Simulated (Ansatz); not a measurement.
# A computed series for hypothetical P4/nmm Cr2C: response to strain

Consider Cr₂C (space group P4/nmm, No. 129; a = 3.1240 Å, c = 5.6572 Å; ferromagnetic; a hypothetical phase, not in the database extracts checked). Axes: x, y, z lie along a, b, c of the conventional cell.

Strains are applied to the cell and any free atomic positions relax; under biaxial strain the out-of-plane vector relaxes too.

Method: Ansatz (a quantum-chemistry and plane-wave program), PBE, PAW, cutoff 420 eV, without spin-orbit coupling.

Computed cases, in order: biaxial strain −1.71 %, plane normal [001], relaxed out of plane; biaxial strain −1.24 %, plane normal [001], relaxed out of plane; biaxial strain −0.23 %, plane normal [001], relaxed out of plane; the unstrained base.

Problem. Between which two neighbouring cases do the magnetic moments vanish or appear?

Solution. Between biaxial strain −1.24 %, plane normal [001], relaxed out of plane (non-magnetic) and biaxial strain −0.23 %, plane normal [001], relaxed out of plane (ferromagnetic). The whole series: biaxial strain −1.71 %, plane normal [001], relaxed out of plane: non-magnetic; biaxial strain −1.24 %, plane normal [001], relaxed out of plane: non-magnetic; biaxial strain −0.23 %, plane normal [001], relaxed out of plane: ferromagnetic; the unstrained base: ferromagnetic.

Other magnetic orders, which the real material may have, were not ruled out. Without a gap, meshes like the base's 15×15×8 leave anisotropic stresses uncertain by several tenths of a GPa, and small strain energies with them. Whether these cells are dynamically stable was not tested. Seeded moments were not kept for biaxial strain −1.71 %, plane normal [001], relaxed out of plane, biaxial strain −1.24 %, plane normal [001], relaxed out of plane and the base.
